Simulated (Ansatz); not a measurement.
The starting structures come from a database of crystals and need not be the phases stable at ambient conditions.

Inside the gap of an insulator the Bloch states are evanescent, with a wavenumber k + iκ along the transport direction.

Here is the system:

```
CELL_PARAMETERS angstrom
      5.73352     0.00000     0.00000
      0.00000     5.73352     0.00000
      2.86676    -2.86676     4.05421
ATOMIC_POSITIONS crystal
  K  0.25000 0.25000 0.50000
  K  0.75000 0.75000 0.50000
  Li 0.50000 0.50000 0.00000
  Ga 0.00000 0.00000 0.00000
  F  0.23849 0.23849 0.00000
  F  0.76151 0.76151 0.00000
  F  0.76151 0.23849 0.00000
  F  0.23849 0.76151 0.00000
  F  0.76151 0.23849 0.47698
  F  0.23849 0.76151 0.52302
```

Space group of this cell: Fm-3m. The cell is taken as given; by PBEsol its mean pressure is -3.4 GPa.

Transport runs along the normal of the first two printed cell vectors, the (001) plane of the conventional cell.

The gap is the functional's own. No spin-orbit coupling. Mid-gap values are interpolated on the energy grid.

Question: Predict the band gap and the smallest decay constant κ at mid-gap from PBEsol in Ansatz (a first-principles code).

Answer: Gap 6.02 eV on a 8×8×8 mesh; κ = 0.547 1/Å, at the zone centre.
